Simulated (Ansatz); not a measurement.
## MgSe, response to strain

Start from MgSe in the rock salt structure (space group Fm-3m, No. 225; a = 5.3913 Å).

Strains are applied to the cell and any free atomic positions relax.

The values are results of Ansatz (a program for electronic structure), LDA, PAW, cutoff 420 eV, scalar-relativistic without spin-orbit coupling, not measurements.

Notes on the quantities. energy relative to the base: free energy F.

```csv
variant,band gap,energy relative to the base,volume per atom,smallest direct gap
base,1.72 eV,0 meV/atom,19.59 Å³,2.60 eV
isotropic strain −3.00 %,1.86 eV,+38 meV/atom,17.88 Å³,3.28 eV
isotropic strain −2.00 %,1.81 eV,+16 meV/atom,18.44 Å³,3.04 eV
isotropic strain −1.50 %,1.79 eV,+9.0 meV/atom,18.72 Å³,2.93 eV
isotropic strain −1.00 %,1.77 eV,+3.9 meV/atom,19.01 Å³,2.82 eV
isotropic strain −0.50 %,1.74 eV,+1.0 meV/atom,19.30 Å³,2.71 eV
isotropic strain +1.00 %,1.67 eV,+3.7 meV/atom,20.18 Å³,2.40 eV
isotropic strain +1.50 %,1.64 eV,+8.2 meV/atom,20.48 Å³,2.30 eV
isotropic strain +2.00 %,1.62 eV,+14 meV/atom,20.79 Å³,2.21 eV
isotropic strain +3.00 %,1.57 eV,+31 meV/atom,21.40 Å³,2.03 eV
```

Stability against distortions was not tested.
